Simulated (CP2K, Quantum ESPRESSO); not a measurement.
A CP2K input for a self-consistent single point of LuAlSi (Cmcm, 6 atoms in the cell) (DFT LDA (Pade form), GPW, DZVP-MOLOPT-SR-GTH basis, GTH-PADE potentials (GTH_POTENTIALS)):

```
&GLOBAL
  PROJECT run
  RUN_TYPE ENERGY_FORCE
  PRINT_LEVEL MEDIUM
&END GLOBAL
&FORCE_EVAL
  METHOD Quickstep
  STRESS_TENSOR ANALYTICAL
  &DFT
    BASIS_SET_FILE_NAME BASIS_MOLOPT
    BASIS_SET_FILE_NAME BASIS_MOLOPT_UCL
    POTENTIAL_FILE_NAME GTH_POTENTIALS
    &QS
      METHOD GPW
      EPS_DEFAULT 1E-10
    &END QS
    &MGRID
      CUTOFF 500
      REL_CUTOFF 40
      NGRIDS 5
    &END MGRID
    &SCF
      SCF_GUESS ATOMIC
      EPS_SCF 1E-6
      MAX_SCF 100
      ADDED_MOS 11
      &DIAGONALIZATION
        ALGORITHM STANDARD
      &END DIAGONALIZATION
      &MIXING
        METHOD BROYDEN_MIXING
        ALPHA 0.3
        NBUFFER 12
      &END MIXING
      &SMEAR ON
        METHOD FERMI_DIRAC
        ELECTRONIC_TEMPERATURE [K] 1160.45
      &END SMEAR
    &END SCF
    &KPOINTS
      SCHEME MONKHORST-PACK 7 7 5
    &END KPOINTS
    &XC
      &XC_FUNCTIONAL PADE
      &END XC_FUNCTIONAL
    &END XC
    &PRINT
      &MO
        EIGENVALUES T
        OCCUPATION_NUMBERS T
        NDIGITS 8
        FILENAME mo
        &EACH
          QS_SCF 0
        &END EACH
        ADD_LAST NUMERIC
      &END MO
      &MULLIKEN ON
      &END MULLIKEN
    &END PRINT
  &END DFT
  &SUBSYS
    &CELL
      A 5.34102300 0.00000000 0.00000000
      B -3.90936800 3.63914500 0.00000000
      C 0.00000000 0.00000000 5.53692600
      PERIODIC XYZ
    &END CELL
    &COORD
      SCALED
      Lu       0.69541000     0.30459000     0.75000000
      Lu       0.30459000     0.69541000     0.25000000
      Al       0.00000000     0.00000000     0.50000000
      Al       0.00000000     0.00000000     0.00000000
      Si       0.39885000     0.60115000     0.75000000
      Si       0.60115000     0.39885000     0.25000000
    &END COORD
    &KIND Lu
      BASIS_SET DZVP-MOLOPT-SR-GTH-q25
      POTENTIAL GTH-PADE-q25
    &END KIND
    &KIND Al
      BASIS_SET DZVP-MOLOPT-SR-GTH-q3
      POTENTIAL GTH-PADE-q3
    &END KIND
    &KIND Si
      BASIS_SET DZVP-MOLOPT-SR-GTH-q4
      POTENTIAL GTH-PADE-q4
    &END KIND
  &END SUBSYS
  &PRINT
    &FORCES ON
    &END FORCES
    &STRESS_TENSOR ON
    &END STRESS_TENSOR
  &END PRINT
&END FORCE_EVAL
```

Question: Translate this input to Quantum ESPRESSO.

Answer: This is the input that was run; spellings and numerical settings could be chosen otherwise.

```fortran
&CONTROL
 calculation = 'scf'
 prefix = 'run'
 outdir = './out'
 pseudo_dir = './'
 tprnfor = .true.
 tstress = .true.
/
&SYSTEM
 ibrav = 9
 celldm(1) = 7.3900158953
 celldm(2) = 2.541913472721
 celldm(3) = 1.415866198472
 nat = 6
 ntyp = 3
 ecutwfc = 50
 ecutrho = 400
 occupations = 'smearing'
 smearing = 'fermi-dirac'
 degauss = 0.0073499
/
&ELECTRONS
 conv_thr = 1.0d-10
 mixing_beta = 0.5
/
ATOMIC_SPECIES
Lu   174.9668  Lu.pz-spdn-rrkjus_psl.1.0.0.UPF
Al    26.9815  Al.pz-n-rrkjus_psl.1.0.0.UPF
Si    28.0850  Si.pz-n-rrkjus_psl.1.0.0.UPF
ATOMIC_POSITIONS {crystal}
Lu   -0.6954100000    0.3045900000   -0.7500000000
Lu   -0.3045900000    0.6954100000   -0.2500000000
Al    0.0000000000    0.0000000000   -0.5000000000
Al    0.0000000000    0.0000000000    0.0000000000
Si   -0.3988500000    0.6011500000   -0.7500000000
Si   -0.6011500000    0.3988500000   -0.2500000000
K_POINTS {automatic}
7 7 5  0 0 0
```

Basis, cutoffs, solver keys and any potentials are the target program's own. This input uses DFT, LDA (PZ), plane waves, PSlibrary ultrasoft (LDA) pseudopotentials. LDA parametrisations can differ slightly between programs.

The starting cell comes from a database of computed structures (which also holds hypothetical and non-ambient phases and stackings), without a prior relaxation at this level. Its lattice was rescaled by a random factor within 2.5 % of one.
